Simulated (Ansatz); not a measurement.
Ansatz (an electronic-structure program) run on MgPd5 (R3, 6 atoms in the cell): self-consistent single point.

Level of theory: PBEsol, harder PAW files (source: ansatz) made with PBE (plane waves; Ansatz).

```yaml
crystal:
  lattice:
    - [2.41505, 1.39433, 4.57238]
    - [-2.41505, 1.39433, 4.57238]
    - [0.00000, -2.78865, 4.57238]
  atoms:
    - { symbol: Mg, position: [0.00364, 0.00364, 0.00364] }
    - { symbol: Pd, position: [0.50000, 0.83166, 0.16834] }
    - { symbol: Pd, position: [0.16834, 0.50000, 0.83166] }
    - { symbol: Pd, position: [0.83166, 0.16834, 0.50000] }
    - { symbol: Pd, position: [0.33173, 0.33173, 0.33173] }
    - { symbol: Pd, position: [0.66827, 0.66827, 0.66827] }
```

Reference input (self-consistent single point, DFT, PBEsol, plane waves, default PAW files made with PBE): basis.ecutwfc = 420 eV; kpoints.mp_grid.grid = 5 5 5; hamiltonian.xc = pbesol; hamiltonian.pseudopotentials = {kind: paw} (the program's default PAW files); scf.occupations.method = gaussian; scf.occupations.width = 0.1 eV. This run's input differs from it in these lines:

Ansatz 0.2 input:
```diff
@@ -14,3 +14,3 @@
 basis:
-  ecutwfc: 420.0
+  ecutwfc: 525.0
 kpoints:
@@ -19,3 +19,3 @@
   xc: pbesol
-  pseudopotentials: { kind: paw }
+  pseudopotentials: { kind: paw, source: ansatz }
 scf:
```

The program printed (abridged):

```
SCF iter   1: F=—  HF=-36464.590032 eV  |F-HF|=—  |Δ(HF+E_count)|=         —  Δρ=2.06e-1  dr2=5.10e1  ethr=3.10e-3  ⟨swp⟩=5.8  Hψ=4358  notcnv=0  defer=10
all-band conjugate gradients solve this SCF's bands
preconditioner: auto → Kerker (q_TF=auto, 2.765 Å⁻¹)
SCF iter   2: F=—  HF=-36456.060440 eV  |F-HF|=—  |Δ(HF+E_count)|=    8.53e0  Δρ=9.00e-2  dr2=1.08e1  ethr=3.10e-3  ⟨swp⟩=2.9  Hψ=2620  notcnv=0  defer=89
   [... lines left out ...]
SCF iter   7: F=—  HF=-36453.723835 eV  |F-HF|=—  |Δ(HF+E_count)|=   3.20e-4  Δρ=2.75e-4  dr2=3.80e-5  ethr=1.33e-6  ⟨swp⟩=2.0  Hψ=1962  notcnv=0  defer=91
SCF iter   8: F=—  HF=-36453.723732 eV  |F-HF|=—  |Δ(HF+E_count)|=   1.03e-4  Δρ=6.86e-5  dr2=3.21e-6  ethr=3.80e-8  ⟨swp⟩=2.8  Hψ=2709  notcnv=0  defer=91
SCF iter   9: F=—  HF=-36453.723731 eV  |F-HF|=—  |Δ(HF+E_count)|=   4.58e-7  Δρ=2.25e-5  dr2=3.67e-7  ethr=3.21e-9  ⟨swp⟩=2.7  Hψ=2440  notcnv=0  defer=91
SCF iter  10: F=-36453.723731 eV  HF=-36453.723731 eV  |F-HF|=8.43e-9  |Δ(HF+E_count)|=   6.26e-8  Δρ=4.97e-6  dr2=1.71e-8  ethr=1.00e-10  ⟨swp⟩=10.5  Hψ=5778  notcnv=0
SCF 1 converged in 10 iterations: F = -36453.723731 eV  dr2 = 1.71e-8
Free energy (F): -36453.723731 eV
Internal energy: -36453.677823 eV  (E = F + TS)
E sigma→0 (E₀):  -36453.700777 eV
Entropy (-TS):   -0.045909 eV (-7.651 meV/atom)
Fermi energy:    16.238868 eV
--- Forces (eV/Å), atoms counted from 1 ---
  atom   1  Mg    -0.00000000     0.00000000    -0.22624927
  atom   2  Pd     0.08579727    -0.02760476     0.08232529
  atom   3  Pd    -0.01899221     0.08810500     0.08232529
  atom   4  Pd    -0.06680506    -0.06050024     0.08232529
  atom   5  Pd    -0.00000000     0.00000000    -0.02911498
  atom   6  Pd    -0.00000000     0.00000000     0.00836063
--- Stress (GPa, compression-positive) ---
       -5.811080       0.000000       0.000000
       -0.000000      -5.811080       0.000000
        0.000000       0.000000      -6.389919
  P = ⅓ Tr σ = -6.0040 GPa (-60.040 kbar)
  The stress holds the Pulay correction. Without it, at fixed plane waves, as pw.x and ABINIT print it: P = -7.2344 GPa
```

The run converged in 10 iterations. Against the reference run the pressure hardly changes (-5.93 to -6.00 GPa) and the largest force stays at 0.226 eV/Å.

The starting cell comes from a database of computed structures (which also holds hypothetical and non-ambient phases and stackings), without a prior relaxation at this level. Its lattice was rescaled by up to half a per cent. One atom was moved a little off its site on purpose. Spin polarisation is off. Ansatz's pressure includes its estimate of the finite-basis (Pulay) stress. Without the estimate this run gives -7.23 GPa. The cutoff lies below the one recommended for these files.
